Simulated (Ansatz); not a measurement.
The parent structure is CdTe in the zinc blende structure (space group F-43m, No. 216; a = 6.4887 Å). Axes: x, y, z lie along the cube axes.

The values are results of Kohn–Sham DFT with the PBEsol functional, run in Ansatz (a quantum-chemistry and plane-wave program) with PAW and 420 eV plane waves, no spin-orbit coupling, not measurements.

The change: compressive biaxial strain of 1.25 % in the plane normal to [111], as in epitaxy on a mismatched substrate; the out-of-plane cell vector and the atoms relax.

Question: Predict the new ratio −ε⊥/ε∥ and in-plane stress.

Answer: The ratio −ε⊥/ε∥ amounts to 0.85; the mean in-plane stress (compression positive) comes out as +0.9 GPa.

Stability against distortions was not tested.
